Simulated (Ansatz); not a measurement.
SiO2 (within 0.1 Å of C222₁, No. 20, 12 atoms in the cell; start mp-555891; another space group than a measured phase of this formula) was calculated with G0W0@PBEsol (Ansatz, an electronic-structure program, plane waves, hard PAW, contour deformation).

The cell is the one relaxed with PBEsol. Conventional cell: a = 4.9890 Å, b = 8.8351 Å, c = 8.3214 Å, α = 90.00°, β = 90.00°, γ = 90.00°.

One run with a 6×4×6 mesh, response cutoff 70 eV and 448 empty bands, not extrapolated in mesh or basis; no spin–orbit coupling.

Highest filled and lowest empty level by k point (fractions of the reciprocal vectors of the cell (4.989 0.000 -0.023) (0.000 8.321 0.000) (-2.474 0.000 4.429) Å; eV from the valence maximum of each method):

| k | PBEsol filled | PBEsol empty | QP filled | QP empty |
|---|---|---|---|---|
| 0 0 0 | -0.03 | 5.60 | -0.03 | 8.39 |
| 0 0 0.167 | -0.02 | 5.97 | -0.02 | 8.81 |
| 0 0.25 -0.5 | -0.11 | 7.89 | -0.13 | 11.23 |
| 0.167 0.25 -0.5 | -0.17 | 7.73 | [?] | [?] |
| 0.333 0 0.167 | -0.17 | 7.63 | -0.19 | 10.77 |
| 0.333 0 -0.5 | -0.17 | 7.63 | [?] | [?] |
| -0.5 0 0.333 | -0.17 | 7.69 | -0.19 | 10.76 |
| -0.5 0.25 0 | -0.24 | 7.98 | -0.27 | 11.28 |

Task: Estimate the withheld levels to about 0.1 eV.

Result: 
- 0.167 0.25 -0.5, QP filled: -0.19
- 0.167 0.25 -0.5, QP empty: 10.89
- 0.333 0 -0.5, QP filled: -0.19
- 0.333 0 -0.5, QP empty: 10.77

A start named mp-… is a Materials Project structure, which need not be a measured phase.
